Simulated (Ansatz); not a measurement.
**Carrier properties of GaAs under load (space group I-4m2)**

Here is the system:

```
GaAs
1.0
    0.00000     2.85367     2.76578
    2.85367     0.00000     2.76578
    2.85367     2.85367     0.00000
Ga As
1 1
Direct
  0.00000   0.00000   0.00000
  0.25000   0.25000   0.25000
```

Method: r2SCAN with spin-orbit coupling, rigid bands (plane waves, PAW; Ansatz, a program for electronic structure). Condition of this run: uniaxial stress zz = 2 GPa (compression positive) (the target of the relaxation). Geometry: cell and atoms relaxed with r2SCAN, then loaded as said.

```yaml
band_gap: 0.85 eV
electron conductivity mass (300 K, dilute): 0.063 (x), 0.063 (y), 0.058 (z) mₑ
hole conductivity mass (300 K, dilute): 0.37 (x), 0.37 (y), 0.165 (z) mₑ
effective density of states N_c (300 K): 3.5e17 cm⁻³
effective density of states N_v (300 K): 3.0e18 cm⁻³
density_of_states_mass_electrons: 0.058 mₑ
density_of_states_mass_holes: 0.24 mₑ
Seebeck coefficient, n-type 1e19 cm⁻³, 300 K: -53 μV/K
best n-type power factor at 300 K for τ = 10 fs (best axis; densities from 1e16 to 1e21 cm⁻³ tried, whether or not they can be reached): 14.6 μW/(cm·K²) at 3e20 cm⁻³
Seebeck coefficient, p-type 1e19 cm⁻³, 300 K: 186 μV/K
```

Rigid bands; masses and Seebeck coefficients take one relaxation time τ for all states and one kind of carrier; polarons and phonon drag are left out.
